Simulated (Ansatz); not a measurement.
The reference is ZnSe in the zinc blende structure (space group F-43m, No. 216; a = 5.568 Å). Axes: x, y, z lie along the cube axes.

One thing is altered: compressive biaxial strain of 0.83 % in the plane normal to [111], as in epitaxy on a mismatched substrate; the out-of-plane cell vector and the atoms relax.

Level of theory: LDA/PAW in Ansatz (a first-principles code), without spin-orbit coupling.

Q: Give the band edges at the high-symmetry points of the new zone, measured from its valence-band maximum.

A: 
| point | valence edge (eV) | conduction edge (eV) |
|---|---|---|
| Γ | 0.00 | 1.26 |
| T | -0.95 | 2.55 |
| H₂ | -3.04 | 5.30 |
| H₀ | -3.04 | 5.30 |
| L | -0.98 | 2.40 |
| S₀ | -2.07 | 3.28 |
| S₂ | -2.07 | 3.28 |
| F | -2.42 | 2.63 |

The gap is 1.26 eV, direct at Γ.

No phonon test of stability was made. Labels are those of the standard path for the cell's own space group.
